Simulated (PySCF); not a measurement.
PySCF 2.14.0, M06-L/def2-svp, df: C[Si@@H]([SiH3])[C@H]([SiH3])[SiH2]N, 22 atoms. The geometry is a generated start, not checked to be a minimum at this level.

| Quantity | Value |
|---|---|
| task | energy and gradient |
| method | m06-l |
| basis | def2-svp |
| two-electron scheme | density fitting |
| mol.max_memory | 7000 MB |
| mf.init_guess | minao (default) |
| mf.DIIS | CDIIS (default) |
| mf.diis_space | 8 (default) |
| mf.conv_tol | 1e-09 (default) |
| basis functions (reference run) | 189 |
| grid points (reference run) | 1705744 |

```xyz
22

C     -2.4474    -1.1667    -0.6642
Si    -1.1387     0.1521    -0.4787
Si    -1.4327     1.0982     1.6254
C      0.5379    -0.4837    -0.8933
Si     1.1094    -1.7417     0.3049
Si     1.7610     0.8621    -0.9789
N      1.9909     1.7442     0.4471
H     -2.3772    -1.6419    -1.6475
H     -2.3469    -1.9478     0.0954
H     -3.4500    -0.7370    -0.5734
H     -1.4945     1.1880    -1.4872
H     -0.7939     2.4342     1.7362
H     -2.8903     1.2678     1.8660
H     -0.9031     0.1778     2.6657
H      0.4770    -0.9562    -1.8802
H      1.3021    -1.2009     1.6727
H      0.1328    -2.8559     0.3922
H      2.3946    -2.3395    -0.1354
H      1.3853     1.8618    -1.9976
H      3.1034     0.3692    -1.3444
H      2.6612     1.2750     1.0536
H      2.4190     2.6411     0.2217
```

The reference run has mf.grids.level = 8; it is not itself proven converged. One run each, on a shared machine, so no times are given.

Measured:

| setting | grid points | energy against the reference | difference in forces (largest component) |
|---|---|---|---|
| the reference | 1705744 | — | — |
| mf.grids.level = 6 | 963488 | −0.0029 meV/atom | 1.1 meV/Å |
| mf.grids.level = 5 | 655384 | +0.0018 meV/atom | 2.3 meV/Å |
| mf.grids.level = 4 | 436384 | +0.012 meV/atom | 2.1 meV/Å |
| mf.grids.level = 2 | 161696 | −0.17 meV/atom | 38 meV/Å |
| mf.grids.level = 1 | 78208 | +5.6 meV/atom | 49 meV/Å |
| mf.grids.level = 0 | 19032 | −14 meV/atom | 1000 meV/Å |

### Question
Estimate the difference from the reference for mf.grids.level = 3 (default).

### Answer
grid points: 265984; energy against the reference: −0.028 meV/atom; difference in forces (largest component): 9.5 meV/Å. Total energies are compared; such shifts often cancel in part in energy differences. The gradients leave out the derivatives of the grid weights.
